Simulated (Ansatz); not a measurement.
AlB2-type ZrB2, treated with BLYP (plane waves, PAW; Ansatz, a program for electronic structure).

Settings: plane-wave cutoff 520 eV, 24×24×16 k mesh (along the axes of the cell as run), Fermi–Dirac smearing 0.05 eV, scalar-relativistic PAW data made under PBE.

Response to compression and expansion:

Shape and atoms are relaxed at each volume.

```csv
V (Å³/atom),P (GPa),c (Å),a (Å)
10.157,9.75,3.555,3.146
10.369,4.63,3.583,3.166
10.580,0.00,3.611,3.186
10.792,-4.18,3.639,3.205
11.004,-7.97,3.667,3.224
```

Note: the bulk modulus comes from volumes at which shape and atoms were relaxed.
